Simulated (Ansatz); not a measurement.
## C axis length of B2O3 (model structure, P-62c, No. 190, 10 atoms in the cell) at several levels of theory

No measured value is used here.

```csv
level (code),value (Å)
LDA (Ansatz),6.297
PBE (Ansatz),7.924
PBEsol (Ansatz),7.238
PBE-D3(BJ) (Ansatz),6.676
r²SCAN (Ansatz),6.660
r²SCAN+rVV10 (Ansatz),6.336
```

Cutoffs differ between the levels. Ansatz's density-functional and Hartree–Fock values are scalar-relativistic unless marked +SOC, with PAW data made under PBE.

A model structure was made by putting elements into a prototype or built by hand; it is no filed structure, need not be a known phase, and can be a saddle point held by its symmetry.

Ansatz is a quantum-chemistry and plane-wave program.
